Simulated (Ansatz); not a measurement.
Worked example: self-consistent single point of MgMo6Se8 (P1, 15 atoms in the cell) in Ansatz (an electronic-structure program).

Method of the run: LDA (PW92), default PAW files made with PBE (plane waves; Ansatz).

The change in words: lattice scaled by 1.015. Reference geometry:
```yaml
crystal:
  lattice:
    - [6.80877, 0.00000, 0.00000]
    - [-0.59500, 6.83512, 0.00000]
    - [-0.50495, -0.17795, 6.85819]
  atoms:
    - { symbol: Mg, position: [0.88180, 0.08290, 0.00382] }
    - { symbol: Mo, position: [0.58266, 0.44822, 0.76552] }
    - { symbol: Mo, position: [0.41027, 0.55278, 0.23399] }
    - { symbol: Mo, position: [0.45576, 0.76422, 0.58126] }
    - { symbol: Mo, position: [0.54242, 0.23527, 0.42148] }
    - { symbol: Mo, position: [0.76406, 0.58789, 0.45520] }
    - { symbol: Mo, position: [0.23596, 0.41306, 0.54510] }
    - { symbol: Se, position: [0.79514, 0.77323, 0.78318] }
    - { symbol: Se, position: [0.21130, 0.21826, 0.21418] }
    - { symbol: Se, position: [0.87044, 0.26310, 0.63344] }
    - { symbol: Se, position: [0.13115, 0.73207, 0.36773] }
    - { symbol: Se, position: [0.62907, 0.87990, 0.26288] }
    - { symbol: Se, position: [0.37464, 0.11779, 0.73381] }
    - { symbol: Se, position: [0.27310, 0.61861, 0.86476] }
    - { symbol: Se, position: [0.72622, 0.38769, 0.13466] }
```

Reference input (self-consistent single point, DFT, LDA (PW92), plane waves, default PAW files made with PBE): basis.ecutwfc = 420 eV; kpoints.mp_grid.grid = 3 3 3; hamiltonian.xc = lda; hamiltonian.pseudopotentials = {kind: paw} (the program's default PAW files); scf.occupations.method = fermi_dirac; scf.occupations.width = 0.136 eV. This run's input differs from it in these lines:

```diff
@@ -2,5 +2,5 @@
   lattice:
-    - [6.808770, 0.000000, 0.000000]
-    - [-0.595003, 6.835121, 0.000000]
-    - [-0.504947, -0.177950, 6.858194]
+    - [6.910902, 0.000000, 0.000000]
+    - [-0.603928, 6.937648, 0.000000]
+    - [-0.512521, -0.180619, 6.961067]
   atoms:
```

Log, with long lists cut:

```
SCF iter   1: F=—  HF=-74033.124543 eV  |F-HF|=—  |Δ(HF+E_count)|=         —  Δρ=6.66e-3  dr2=5.27e-2  ethr=1.77e-3  ⟨swp⟩=5.8  Hψ=6687  notcnv=0  defer=16
all-band conjugate gradients solve this SCF's bands
preconditioner: auto → LDOS
SCF iter   2: F=—  HF=-74033.125694 eV  |F-HF|=—  |Δ(HF+E_count)|=   1.15e-3  Δρ=1.70e-3  dr2=1.06e-2  ethr=2.38e-5  ⟨swp⟩=2.0  Hψ=3758  notcnv=0  defer=16
   [... lines left out ...]
SCF iter   4: F=—  HF=-74033.120688 eV  |F-HF|=—  |Δ(HF+E_count)|=   8.89e-4  Δρ=1.62e-4  dr2=8.26e-5  ethr=1.72e-6  ⟨swp⟩=2.0  Hψ=2556  notcnv=0  defer=16
SCF iter   5: F=—  HF=-74033.120495 eV  |F-HF|=—  |Δ(HF+E_count)|=   1.93e-4  Δρ=4.34e-5  dr2=8.07e-6  ethr=3.72e-8  ⟨swp⟩=2.0  Hψ=3453  notcnv=0  defer=16
SCF iter   6: F=—  HF=-74033.120493 eV  |F-HF|=—  |Δ(HF+E_count)|=   1.87e-6  Δρ=1.23e-5  dr2=5.59e-7  ethr=3.64e-9  ⟨swp⟩=2.0  Hψ=3461  notcnv=0  defer=16
SCF iter   7: F=-74033.120493 eV  HF=-74033.120493 eV  |F-HF|=1.87e-8  |Δ(HF+E_count)|=   3.24e-8  Δρ=2.88e-6  dr2=2.75e-8  ethr=4.50e-11  ⟨swp⟩=10.4  Hψ=7005  notcnv=0
SCF 1 converged in 7 iterations: F = -74033.120493 eV  dr2 = 2.75e-8
Free energy (F): -74033.120493 eV
Internal energy: -74032.658482 eV  (E = F + TS)
E sigma→0 (E₀):  -74032.889488 eV
Entropy (-TS):   -0.462011 eV (-30.801 meV/atom)
Fermi energy:    10.404465 eV
--- Forces (eV/Å), atoms counted from 1 ---
  atom   1  Mg    -0.10674991     0.07568851     0.00259180
  atom   2  Mo    -0.22158665     0.32519844    -0.90674056
  atom   3  Mo     0.16429169    -0.31005965     0.85318273
  atom   4  Mo     0.32113525    -0.84093522    -0.11784306
  atom   5  Mo    -0.29924808     0.86966887     0.24714043
  atom   6  Mo    -0.77369130    -0.18009089     0.13189114
  atom   7  Mo     0.76585264     0.17768910    -0.16963934
  atom   8  Se    -0.59836858    -0.56038435    -0.69367728
   [... lines left out ...]
  atom  15  Se    -0.62136570     0.22676703     0.47892754
--- Stress (GPa, compression-positive) ---
      -11.361200       0.166629      -0.138704
        0.166629     -11.800531      -0.127733
       -0.138704      -0.127733     -12.241702
  P = ⅓ Tr σ = -11.8011 GPa (-118.011 kbar)
  The stress holds the Pulay correction. Without it, at fixed plane waves, as pw.x and ABINIT print it: P = -11.8222 GPa
```

The run converged in 7 iterations. Against the reference run the free energy rises by 59.4 meV/atom, the pressure goes from -7.59 to -11.80 GPa and the largest force goes from 0.635 to 1.103 eV/Å.

The starting cell comes from a database of computed structures (which also holds hypothetical and non-ambient phases and stackings), without a prior relaxation at this level. For this run, on top of that: lattice scaled by 1.015. Spin polarisation is off. Forces in this geometry exceed 1 eV/Å. Ansatz's pressure includes its estimate of the finite-basis (Pulay) stress.

Cost on one core of a shared machine: roughly 60 s.

Keys are those of Ansatz 0.2.
